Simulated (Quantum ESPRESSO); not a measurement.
Input and output of a self-consistent single point for HfC (Fm-3m, 2 atoms in the cell) (Quantum ESPRESSO).

Computed with PBE, SSSP 1.1.2 efficiency (PBE) pseudopotentials (plane waves; Quantum ESPRESSO 7.5).

The change in words: lattice scaled by 0.98. Reference geometry:
```yaml
crystal:
  lattice:
    - [0.00000, 2.32000, 2.32000]
    - [2.32000, 0.00000, 2.32000]
    - [2.32000, 2.32000, 0.00000]
  atoms:
    - { symbol: Hf, position: [0.00000, 0.00000, 0.00000] }
    - { symbol: C, position: [0.50000, 0.50000, 0.50000] }
```

Reference input (self-consistent single point, DFT, PBE, plane waves, SSSP 1.1.2 efficiency (PBE) pseudopotentials): ecutwfc = 60 Ry; ecutrho = 480 Ry; occupations = smearing; smearing = fermi-dirac; degauss = 0.0073499 Ry; potentials = {Hf: Hf-sp.oncvpsp.upf, C: C.pbe-n-kjpaw_psl.1.0.0.UPF}; K_POINTS = automatic 10 10 10 0 0 0; conv_thr = 1e-09 Ry. This run's input differs from it in these lines:

```diff
@@ -25,8 +25,8 @@
 CELL_PARAMETERS {angstrom}
-   0.0000000000     2.3200000000     2.3200000000
-   2.3200000000     0.0000000000     2.3200000000
-   2.3200000000     2.3200000000     0.0000000000
+   0.0000000000     2.2736000000     2.2736000000
+   2.2736000000     0.0000000000     2.2736000000
+   2.2736000000     2.2736000000     0.0000000000
 ATOMIC_POSITIONS {angstrom}
 Hf    0.0000000000    0.0000000000    0.0000000000
-C     2.3200000000    2.3200000000    2.3200000000
+C     2.2736000000    2.2736000000    2.2736000000
 K_POINTS {automatic}
```

Log, with long lists cut:

```
     Self-consistent Calculation

     iteration #  1     ecut=    60.00 Ry     beta= 0.70

     total energy              =    -131.10554221 Ry
     estimated scf accuracy    <       0.58573425 Ry

     iteration #  2     ecut=    60.00 Ry     beta= 0.70

     total energy              =    -131.26959069 Ry
     estimated scf accuracy    <       0.81065290 Ry

     iteration #  3     ecut=    60.00 Ry     beta= 0.70

     total energy              =    -131.39691899 Ry
     estimated scf accuracy    <       0.00896354 Ry

   [... 10 blocks of this kind left out ...]

     iteration # 14     ecut=    60.00 Ry     beta= 0.70

     total energy              =    -131.40240237 Ry
     estimated scf accuracy    <          8.3E-09 Ry

     iteration # 15     ecut=    60.00 Ry     beta= 0.70
     End of self-consistent calculation

     the Fermi energy is    16.6077 ev

!    total energy              =    -131.40240237 Ry
     estimated scf accuracy    <          7.2E-11 Ry
     smearing contrib. (-TS)   =      -0.00076825 Ry
     internal energy E=F+TS    =    -131.40163412 Ry

     convergence has been achieved in  15 iterations

     Forces acting on atoms (cartesian axes, Ry/au):

     atom    1 type  1   force =     0.00000000    0.00000000    0.00000000
     atom    2 type  2   force =     0.00000000    0.00000000    0.00000000

     Total force =     0.000000     Total SCF correction =     0.000000

          total   stress  (Ry/bohr**3)                   (kbar)     P=      188.34
   0.00128030   0.00000000   0.00000000          188.34        0.00        0.00
   0.00000000   0.00128030   0.00000000            0.00      188.34        0.00
   0.00000000   0.00000000   0.00128030            0.00        0.00      188.34

   JOB DONE.
```

The run converged in 15 iterations. Against the reference run the free energy rises by 46.4 meV/atom and the pressure goes from 2.07 to 18.83 GPa.

The starting cell has typed, rounded lattice constants, without a prior relaxation at this level. For this run, on top of that: lattice scaled by 0.98. With a pressure of about 19 GPa the cell is away from its equilibrium volume at this level.
